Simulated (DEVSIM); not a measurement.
Structure: abrupt Si n-p junction, at 400 K.

```tsv
layer (left to right)	material	thickness (μm)	Nd (cm⁻³)	Na (cm⁻³)	τn (s)	τp (s)
1	Si	47.0	5.2e18	-	1.8e-5	1.8e-5
2	Si	5.90	-	1.8e15	1.8e-5	1.8e-5
```

Left contact: ohmic. Right contact: ohmic. Voltage is applied to the left contact. Recombination: SRH at mid-gap. Mobility is μmin + (μ − μmin)/(1 + (N/Nref)^α).

Constants are typed, rounded textbook-type inputs, not results; the design itself was drawn at random and stands for no fabricated device. Values at 300 K; Nc and Nv go as T^1.5, mobilities as T to minus their exponent, the gap by Varshni's rule with the affinity fixed.

| parameter | Si |
|---|---|
| gap (eV) | 1.124 |
| affinity (eV) | 4.05 |
| permittivity | 11.7 |
| Nc (cm⁻³) | 2.86e19 |
| Nv (cm⁻³) | 3.1e19 |
| μn (cm²/Vs) | 1417 |
| μp (cm²/Vs) | 470 |
| μn,min | 52 |
| μp,min | 45 |
| Nref,n | 9.7e16 |
| Nref,p | 2.2e17 |
| αn | 0.68 |
| αp | 0.72 |
| T exponent of μn | 2.3 |
| T exponent of μp | 2.2 |
| Varshni α (eV/K) | 0.000473 |
| Varshni β (K) | 636 |

DEVSIM, 1D drift-diffusion, Boltzmann statistics, complete ionisation; no tunnelling, impact ionisation, image-force lowering or self-heating.

The thickness of layer 2 was swept, all else fixed.

```tsv
thickness of layer 2 (μm)	dark forward voltage at 100 A/cm² (V)	dark forward voltage at 1 A/cm² (V)
1.2	0.436	0.245
2.1	0.466	0.271
3.5	0.493	0.292
5.9	0.523	0.312
10	[?]	[?]
18	0.590	0.355
30	0.624	0.375
```

**Question.** Fill in the missing entries.

**Answer.** 
- 10, dark forward voltage at 100 A/cm² (V): 0.554
- 10, dark forward voltage at 1 A/cm² (V): 0.332
